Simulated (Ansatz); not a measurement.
Take W in the bcc (W type) structure (space group Im-3m, No. 229; a = 3.1688 Å; relaxed with 0.1 eV smearing) as the base. Axes: x, y, z lie along the cube axes.

The values are results of Ansatz (a program for electronic structure) r2SCAN, without spin-orbit coupling, not measurements.

For the base:

```
Property   Result
--------  -------
Pressure  0.0 GPa
```

Modification: the cell is stretched by 5.38 % along z with no lateral relaxation; the atoms relax in the strained cell.

Task: How does this affect the pressure?

Result: The pressure (mean of the normal stresses, compression positive) goes from zero to -14.6 GPa.

Task: What does the calculation give for the energy relative to the base after the change?

Result: The energy increases by 70 meV/atom.

Whether these cells are dynamically stable was not tested. All final runs are without spin polarisation.
